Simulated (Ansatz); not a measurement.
Start from MgTe in the wurtzite structure (space group P6_3mc, No. 186; a = 4.509 Å, c = 7.338 Å). Axes: x lies along a and z along c of the hexagonal cell.

The values are results of plane-wave PAW DFT at the LDA level (Ansatz, an electronic-structure program, 420 eV), scalar-relativistic without spin-orbit coupling, not measurements.

Now apply this change: tensile biaxial strain of 1.20 % in the plane normal to [001], as in epitaxy on a mismatched substrate; the out-of-plane cell vector and the atoms relax.

Q: Estimate the effect on the ratio −ε⊥/ε∥ and in-plane stress.

A: The ratio −ε⊥/ε∥ amounts to 0.93; the mean in-plane stress (compression positive) comes out as -0.7 GPa.

No phonon test of stability was made.
